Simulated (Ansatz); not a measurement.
# PtTe2: stress against strain

PtTe2 (1T layered, P-3m1, 24.165 Å³/atom at rest, c along z) under an equal strain ε in the (0001) plane with the normal axis free, as in a coherent film. PBE-D3(BJ) in Ansatz, a plane-wave DFT program (PAW, default set), 420 eV, 16×16×12 Γ-centred mesh, Fermi-Dirac smearing 0.10 eV; ions are relaxed within the symmetry of each cell. Stress is positive for a compressed cell.

Here s stands for strain and y for stress xx.

```
strain (%)  stress xx (GPa)
----------  ---------------
-3.00                     ?
-1.50                  2.51
-1.00                  1.66
-0.50                  0.82
0.00                   0.00
0.50                  -0.81
1.00                  -1.60
1.50                  -2.37
```

Task: Using a straight line, estimate the missing y at s = -3.00 from the other rows, showing the fit.

Result: Means: s 0, y 0.030. About the means, the sum of products is -11.395 and the sum of squares of s is 7.0000; the slope is their ratio. Least squares gives y = 0.030 - 1.6279·s. Residuals (row less fit): 0.038, 0.002, -0.024, -0.030, -0.026, -0.002, 0.042; standard error 0.033 (degrees of freedom: 5). The slope gives the biaxial elastic modulus of this plane = 163 ± 1.2 GPa. At the withheld row, y = 0.030 - 1.6279 × (-3.0) = 4.914 GPa. The calculation gives 5.11 GPa, 0.196 GPa above the prediction (2.6 % of the range of y in the table). The row lies outside the fitted rows, so this is an extrapolation. From the scatter of the fitted rows alone, a prediction at this place has a standard error of 0.051 GPa, so the miss is 3.8 times that.

One order more, fitted to all 13 runs of the series, follows each within 0.02, so the miss is the next term of a smooth law. In a metal these values are sensitive to mesh and smearing; energies are taken to zero smearing, stresses follow the free energy. Rows are the converged runs of the series near zero and its far end; series whose fitted rows scatter by over a few per cent of the range, as at a crossing or softening among them, aren't shown in this form. Most that stay on the fit to the last digits aren't either.
